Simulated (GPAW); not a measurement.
Band structure of HfB2 (P6/mmm, 3 atoms in the cell).

```
HfB2
1.0
    1.59528    -2.76310     0.00000
    1.59528     2.76310     0.00000
    0.00000     0.00000     3.53603
Hf B
1 2
Cartesian
  0.00000   0.00000   0.00000
  1.59528   0.92103   1.76801
  1.59528  -0.92103   1.76801
```

Method: PBE, GPAW PAW datasets PBE (gpaw-data 1.0.1) (plane waves; GPAW).

Settings: mode = pw; ecut = 950 eV; xc = PBE; kpts = 10 10 8; mesh shift (steps) = 0 0 0; occupations.name = methfessel-paxton; occupations.width = 0.1 eV; occupations.order = 0; nbands = -7; symmetry.symmorphic = false; symmetry.tolerance = 0.0005; maxiter = 100; bandpath_npoints = 40.

The starting cell has typed, rounded lattice constants, without a prior relaxation at this level. Its lattice was rescaled by a random factor within 2.5 % of one. Spin-orbit coupling is off.

Levels in eV from the Fermi level, bands 6 to 13:
| point | 6 | 7 | 8 | 9 | 10 | 11 | 12 | 13 |
|---|---|---|---|---|---|---|---|---|
| Γ | -2.78 | -2.70 | -2.70 | -2.69 | 3.88 | 3.88 | 4.49 | 4.49 |
| M | -8.92 | -3.86 | -3.27 | -2.63 | 2.12 | 2.68 | 5.29 | 5.46 |
| K | -8.13 | -7.41 | -2.38 | -2.38 | 1.74 | 1.74 | 3.37 | 8.99 |
| A | -8.06 | -1.07 | -1.07 | 0.40 | 0.40 | 1.05 | 1.05 | 2.20 |
| L | -7.34 | -4.69 | -4.44 | -2.67 | 3.85 | 3.99 | 5.95 | 6.81 |
| H | -8.83 | -5.33 | -3.05 | -3.05 | 4.24 | 5.19 | 6.53 | 6.53 |

Bands cross the Fermi level along this path, so the cell is metallic at this level.
